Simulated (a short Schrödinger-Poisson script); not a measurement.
System: single GaAs/Al0.15Ga0.85As quantum well.

| layer | material | thickness (nm) |
|---|---|---|
| 1 | Al0.15Ga0.85As | 20 |
| 2 | GaAs | 12 |
| 3 | Al0.15Ga0.85As | 20 |

The device is made up for the run: typed textbook-type constants, with dimensions and the other settings drawn at random. GaAs: direct gap (eV) 1.424, conduction-band edge (eV) 0, electron mass (mₑ) 0.067, heavy-hole mass 0.377, light-hole mass 0.09. Al0.15Ga0.85As: direct gap (eV) 1.611, conduction-band edge (eV) 0.118, electron mass (mₑ) 0.0795, heavy-hole mass 0.392, light-hole mass 0.1035.

The valence-band edge of each layer lies one gap below its conduction-band edge. The electron's potential energy rises along the stack by the applied field. Mesh 0.03 nm at interfaces.

Question: Estimate e1 and hh1 for infinitely high walls at zero field, and compare with the finite well.

Answer: ħ²π²/(2mL²) gives 39.0 meV for the electron and 6.9 meV for the heavy hole. The finite well gives 19.7 and 4.7 meV, 0.51 and 0.69 of the estimates, as the states reach into the barriers (5 % of e1 lies outside the well).

From a short Schrödinger-Poisson script (our own, NumPy): one-band effective-mass equation with BenDaniel-Duke matching, electrons, heavy and light holes apart, hard walls at the outer ends, one valence edge for both holes (no strain splitting), no charge, excitons, band mixing or non-parabolicity; under a field the levels are quasi-bound states of a box, listed while three quarters of their weight lies within 4 nm of the wells.
